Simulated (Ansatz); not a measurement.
## HgSe: energy against strain

HgSe (zinc blende, F-43m, 27.859 Å³/atom at rest) under an equal strain ε in the (111) plane with the normal axis free, as in a coherent film. LDA in Ansatz, a plane-wave DFT program (PAW, default set), 420 eV, 9×9×9 Γ-centred mesh, Fermi-Dirac smearing 0.05 eV; ions are relaxed within the symmetry of each cell.

Here s stands for strain and y for E less E0.

| strain (%) | E less E0 (meV/atom) |
|---|---|
| -2.50 | ? |
| -1.25 | 2.46 |
| -0.83 | 1.09 |
| -0.42 | 0.28 |
| 0.00 | 0.00 |
| 0.42 | 0.27 |
| 0.83 | 1.08 |
| 1.25 | 2.46 |

Problem. Fit y against s with a parabola, and predict the withheld value at s = -2.50.

Solution. Least squares gives y = -0.001 - 0.0026·s + 1.5755·s². Residuals (row less fit): -0.004, 0.003, 0.002, 0.001, -0.006, -0.002, 0.003; standard error 0.004 (degrees of freedom: 4). Twice the quadratic coefficient over the volume, 2 × 1.5755 meV × 10⁴ × 0.1602 / 27.859 Å³, is twice the biaxial elastic modulus of this plane = 181 ± 0.3 GPa. At the withheld row, y = -0.001 - 0.0026 × (-2.50) + 1.5755 × (-2.50)² = 9.852 meV/atom. The calculation gives 9.71 meV/atom, 0.142 meV/atom below the prediction (1.5 % of the range of y in the table). The row lies outside the fitted rows, so this is an extrapolation. The fitted rows scatter only by rounding.

One order more, fitted to all 13 runs of the series, follows each within 0.01, so the miss is the next term of a smooth law. This level leaves no gap over 0.05 eV at strain -2.50, -1.25, -0.83, -0.42, 0.00, 0.42, 0.83, 1.25, where the mesh may be coarse. Rows are the converged runs of the series near zero and its far end; series whose fitted rows scatter by over a few per cent of the range, as at a crossing or softening among them, aren't shown in this form. Most that stay on the fit to the last digits aren't either.
